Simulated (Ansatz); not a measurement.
The structure below was relaxed with PBEsol (Ansatz, a first-principles code), no SOC, at pressure 0.3 GPa.

```xyz
8
Lattice="2.9624 0.0000 0.0000 -1.4812 2.5655 0.0000 0.0000 0.0000 13.5259" Properties=species:S:1:pos:R:3 pbc="T T T"
Ti     0.0000     1.7103     1.1501
Ti     1.4812     0.8552    12.3758
Ti     1.4812     0.8552     7.9131
Ti     0.0000     1.7103     5.6128
Al     0.0000     1.7103    10.1444
Al     1.4812     0.8552     3.3815
N      0.0000     0.0000     0.0000
N      0.0000     0.0000     6.7629
```

Q: Find the space group and the Wyckoff positions.

A: Space group P6₃/mmc (No. 194); a = 2.9624 Å, b = 2.9624 Å, c = 13.5259 Å, α = 90.00°, β = 90.00°, γ = 120.00°

| atom | site | symmetry | x | y | z |
|---|---|---|---|---|---|
| Ti | 4f | 3m. | 0.3333 | 0.6667 | 0.0850 |
| Al | 2d | -6m2 | 0.6667 | 0.3333 | 0.2500 |
| N | 2a | -3m. | 0.0000 | 0.0000 | 0.0000 |

Load acts through the strain it causes; cell and atoms are relaxed under it. Whether these cells are dynamically stable was not tested. The final runs are not spin-polarised. The cell was made from Ti2AlN (space group P6_3/mmc, No. 194; a cell from a computed database, its experimental status unchecked) by this change: pressure 0.3 GPa.
